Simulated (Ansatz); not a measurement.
Se (P2₁/c, No. 14, 32 atoms in the cell; start mp-542605), treated with r²SCAN+rVV10 (Ansatz, an electronic-structure program, plane waves, PAW).

Run with plane-wave cutoff 560 eV, 4×4×2 k mesh (along the axes of the cell as run), Fermi–Dirac smearing 0.01 eV, scalar-relativistic PAW data made under PBE.

Cell (relaxed at this level):

```xyz
32
Lattice="9.2524 0.0000 0.0904 0.0000 8.1141 0.0000 -0.6244 0.0000 12.8850" Properties=species:S:1:pos:R:3 pbc="T T T"
Se     4.9443     2.5172     5.3704
Se     3.6836     5.5969     7.6051
Se     3.9958     6.5743     1.1626
Se     4.6321     1.5399    11.8129
Se     6.6625     1.8287     6.7980
Se     1.9654     6.2855     6.1775
Se     1.6532     5.8858    12.6200
Se     6.9747     2.2284     0.3554
Se     6.6189     3.2338     8.6853
Se     2.0091     4.8804     4.2902
Se     1.6969     7.2908    10.7327
Se     6.9311     0.8233     2.2428
Se     8.3945     4.7343     8.3987
Se     0.2334     3.3798     4.5768
Se    -0.0788     0.6773    11.0193
Se     8.7067     7.4369     1.9561
Se     7.4264     6.7422     7.6710
Se     1.2016     1.3720     5.3044
Se     0.8894     2.6851    11.7469
Se     7.7386     5.4290     1.2285
Se     7.6946     6.8240     5.3274
Se     0.9334     1.2901     7.6480
Se     1.2456     2.7670     1.2055
Se     7.3824     5.3472    11.7699
Se     5.6621     6.1126     4.4140
Se     2.9658     2.0015     8.5614
Se     3.2781     2.0556     2.1189
Se     5.3499     6.0586    10.8565
Se     5.9635     3.8783     3.7569
Se     2.6645     4.2358     9.2185
Se     2.9767     7.9354     2.7760
Se     5.6512     0.1788    10.1994
```

Task: Give the computed band gap.

Result: 
* **band gap**: 1.47 eV (on the SCF k mesh)

Note: the relaxation could not lower the start's symmetry, so the cell can be a saddle point above a distorted one.

Spin–orbit coupling is not included.

Static lattice: no zero-point or thermal effects.

A start named mp-… is a Materials Project structure, which need not be a measured phase.
